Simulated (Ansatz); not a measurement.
The parent structure is Ge in the diamond structure (space group Fd-3m, No. 227).

```
Ge
1.0
    0.00000     2.83729     2.83729
    2.83729     0.00000     2.83729
    2.83729     2.83729     0.00000
Ge
2
Direct
  0.00000   0.00000   0.00000
  0.25000   0.25000   0.25000
```

Cartesian axes are those of the cell as printed.

The values are results of r2SCAN, PAW, 500 eV (Ansatz, a program for electronic structure; no spin-orbit coupling), not measurements.

Strains are applied to the cell and any free atomic positions relax; under biaxial strain the out-of-plane vector relaxes too.

One change was made to it. Results:

The pressure (mean of the normal stresses, compression positive) goes from zero to -2.02 GPa; the energy increases by 11 meV/atom.

### Question
Which of these changes matches the shifts?
A) biaxial strain +1.04 %, plane normal [001], relaxed out of plane
B) biaxial strain +3.67 %, plane normal [110], relaxed out of plane
C) isotropic strain −0.27 %
D) biaxial strain +2.44 %, plane normal [001], relaxed out of plane
E) uniaxial strain ε_xx = +4.28 %

### Answer
D, biaxial strain +2.44 %, plane normal [001], relaxed out of plane. For comparison, the energy relative to the base in the other runs: uniaxial strain ε_xx = +4.28 % gives +16 meV/atom; biaxial strain +1.04 %, plane normal [001], relaxed out of plane gives +2.1 meV/atom; biaxial strain +3.67 %, plane normal [110], relaxed out of plane gives +30 meV/atom; isotropic strain −0.27 % gives +0.3 meV/atom.

A biaxial case was relaxed in a doubled cell and then solved in the primitive one. A case with no gap was solved on a k-mesh chosen for an insulator, which is coarse for it. Stability against distortions was not tested. The real Ge has an indirect gap at ambient pressure; r2SCAN orders its close-lying valleys differently.
